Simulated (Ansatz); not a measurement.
The parent structure is Sn in the diamond structure (space group Fd-3m, No. 227; a = 6.4745 Å; relaxed with 0.1 eV smearing). Axes: x, y, z lie along the cube axes.

Level of theory: LDA (Ansatz, a first-principles code, PAW, no spin-orbit coupling).

For the base:

* **Shortest interatomic distance**: 2.804 Å
* **Pressure**: 0.0 GPa

It is then changed as follows: uniaxial strain ε_zz = +1.50 %, all other strain components held at zero; the atoms relax in the strained cell.

Question: Estimate the effect on the shortest interatomic distance, pressure and energy relative to the base.

Answer: The shortest interatomic distance grows by 0.014 Å, from 2.804 Å to 2.818 Å; the pressure (mean of the normal stresses, compression positive) goes from zero to -0.7 GPa; the energy goes up by 1.6 meV/atom.

No phonon test of stability was made.
